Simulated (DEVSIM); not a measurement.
## abrupt Si n-p junction

Device: abrupt Si n-p junction, at 250 K.

| layer (left to right) | material | thickness (μm) | Nd (cm⁻³) | Na (cm⁻³) | τn (s) | τp (s) |
|---|---|---|---|---|---|---|
| 1 | Si | 2.80 | 1.6e16 | - | 1.7e-6 | 1.7e-6 |
| 2 | Si | 20.0 | - | 9.3e14 | 1.7e-6 | 1.7e-6 |

Left contact: ohmic. Right contact: ohmic. Voltage is applied to the left contact. Recombination: SRH at mid-gap. Mobility is μmin + (μ − μmin)/(1 + (N/Nref)^α).

Constants are typed, rounded textbook-type inputs, not results; the design itself was drawn at random and stands for no fabricated device. Values at 300 K; Nc and Nv go as T^1.5, mobilities as T to minus their exponent, the gap by Varshni's rule with the affinity fixed.

```csv
parameter,Si
gap (eV),1.124
affinity (eV),4.05
permittivity,11.7
Nc (cm⁻³),2.86e19
Nv (cm⁻³),3.1e19
μn (cm²/Vs),1417
μp (cm²/Vs),470
"μn,min",52
"μp,min",45
"Nref,n",9.7e16
"Nref,p",2.2e17
αn,0.68
αp,0.72
T exponent of μn,2.3
T exponent of μp,2.2
Varshni α (eV/K),0.000473
Varshni β (K),636
```

Model (solved in DEVSIM): 1D drift-diffusion, Boltzmann statistics, complete ionisation; no tunnelling, impact ionisation, image-force lowering or self-heating.

```json
{
 "potential_step_across_the_device_at_zero_bias": "0.762 V",
 "largest_field_in_the_device_at_zero_bias": "14000 V/cm",
 "Dark forward voltage at 1 A/cm²": "0.677 V",
 "Dark forward voltage at 100 A/cm²": "0.891 V"
}
```

Dark forward current:

(V (V), J (A/cm²)): (-0.05, -6.7e-11); (-0.10, -2.8e-10); (-0.15, -9.9e-10); (-0.20, -3.6e-9); (-0.30, -7.1e-8); (-0.35, -4.6e-7); (-0.40, -3.8e-6); (-0.45, -3.6e-5); (-0.50, -0.00035); (-0.55, -0.0035); (-0.60, -0.035); (-0.70, -2.5); (-0.75, -11); (-0.80, -31); (-0.85, -64); (-0.90, -110); (-0.95, -170); (-1.05, -330); (-1.10, -430); (-1.15, -540); (-1.20, -660); (-1.25, -790); (-1.30, -930); (-1.35, -1100); (-1.45, -1400); (-1.50, -1600); (-1.55, -1700); (-1.60, -1900)

Small-signal capacitance in reverse bias (quasi-static):

```csv
V (V),C (nF/cm²)
0.4,8.08
1,6.52
2,5.18
3,4.43
4,3.93
6,3.30
8,2.89
10,2.61
13,2.31
16,2.09
20,1.88
```
